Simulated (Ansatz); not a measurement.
**CaO (model structure, F-43m, No. 216, 2 atoms in the cell): smallest direct gap on the k points sampled by level of theory**

No measured value is used here.

Unless a cell is named, each level is at its own relaxed cell (PBE-D3(BJ) 17.57, r²SCAN 17.70 Å³/atom).

Q: Put these levels in order of the smallest direct gap on the k points sampled that they give for CaO (model structure, F-43m, No. 216, 2 atoms in the cell), smallest first: G0W0@PBEsol (Ansatz, an electronic-structure program), PBE-D3(BJ) (Ansatz), r²SCAN (Ansatz).

A: PBE-D3(BJ) (4.00 eV), r²SCAN (4.38 eV), G0W0@PBEsol (5.79 eV)

At these levels the smallest gap is indirect and lower: PBE-D3(BJ) 3.36, G0W0@PBEsol 5.23, r²SCAN 3.76 eV. Computed values are for a static lattice.  A ± on a computed value is a rough bar: the spread of its extrapolation, a floor set from checks against published values, or a statistical error. Values are at the level's own equilibrium cell; G0W0@PBEsol at the PBEsol cell. Cutoffs differ between the levels. Ansatz's density-functional and Hartree–Fock values are scalar-relativistic unless marked +SOC, with PAW data made under PBE.

A model structure was made by putting elements into a prototype or built by hand; it is no filed structure, need not be a known phase, and can be a saddle point held by its symmetry.
